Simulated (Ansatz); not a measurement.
Defect migration in monoclinic HfO2 strained by -1.5 % along x and y, z held: interstitial H, charge state +1. All values below come from PBE, PAW (plane waves to 420 eV; Ansatz, an electronic-structure program).

96-site cell at the strained lattice (strain from the relaxed PBE one, atoms relaxed), the Γ point alone, smearing 0.01 eV, spin-restricted, no finite-size correction. Static, classical nuclei. Spin-orbit coupling is left out. The charge state is imposed; whether it is stable for some Fermi level was not computed. Sites that were not tried may lie lower.

Barriers: single points on a 2×2×2 k-point mesh shifted by half a step at the bands' geometries.

The step: one H atom jumps by itself; the atom moves 2.04 Å along (-0.20, 0.17, -0.32) of the unit cell; the moving atom starts with neighbours O at 0.99, O at 1.86 Å and ends with O at 0.98, O at 2.12, O at 2.14 Å.

Task: Estimate the migration barrier of this step that PBE, PAW returns for this input.

Result: 0.37 eV forward and 0.33 eV backward. At the saddle the moving atom has neighbours Hf at 2.11; O at 1.18, O at 1.27 Å. The saddle point's order was not checked.
